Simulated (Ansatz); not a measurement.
## MgS: response to strain

Take MgS in the rock salt structure (space group Fm-3m, No. 225; a = 5.203 Å) as the base. Axes: x, y, z lie along the cube axes.

Strains are applied to the cell and any free atomic positions relax; under biaxial strain the out-of-plane vector relaxes too.

Method: DFT with r2SCAN, PAW potentials and a 500 eV plane-wave cutoff in Ansatz (a first-principles code), scalar-relativistic without spin-orbit coupling.

```csv
"biaxial strain, plane normal [001], relaxed out of plane (%)",out-of-plane strain (%)
-3,1.85
-2.5,1.53
-2,?
-1.5,0.90
-1,0.60
-0.5,0.30
0,0.00
```

Problem. Fit ε⊥ = −νε + γε² (strains in %) to the rows shown and predict the withheld row.

Solution. Least squares on the printed values gives ν = 0.59 (the biaxial Poisson response) and γ = 0.009 (largest residual 0.00 %); this predicts 1.21 %, and the run gives 1.21 %, in agreement.

Stability against distortions was not tested.
